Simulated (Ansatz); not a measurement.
GaS (R-3m, No. 166, 4 atoms in the cell; start mp-9889; a measured phase of this formula has another space group) was calculated with LDA in Ansatz (PAW).

Run with plane-wave cutoff 520 eV, 12×12×12 k mesh, Fermi–Dirac smearing 0.01 eV, scalar-relativistic PAW data made under PBE.

Cell (relaxed at this level):

```
CELL_PARAMETERS angstrom
      1.77314     1.02372     7.57742
     -1.77314     1.02372     7.57742
      0.00000    -2.04744     7.57742
ATOMIC_POSITIONS crystal
  Ga 0.94710 0.94710 0.94710
  Ga 0.05290 0.05290 0.05290
  S  0.23317 0.23317 0.23317
  S  0.76683 0.76683 0.76683
```

Problem. Predict the band gap and Γ–Γ gap.

Solution. 
band gap: 1.40 eV (on the SCF k mesh)
Γ–Γ gap: 3.78 eV

Note: the relaxation could not lower the start's symmetry, so the cell can be a saddle point above a distorted one.

Spin–orbit coupling is not included.

Static lattice: no zero-point or thermal effects.

Computing time: about 90 core-seconds (a rough figure).

A start named mp-… is a Materials Project structure, which need not be a measured phase.

Ansatz is a first-principles code.
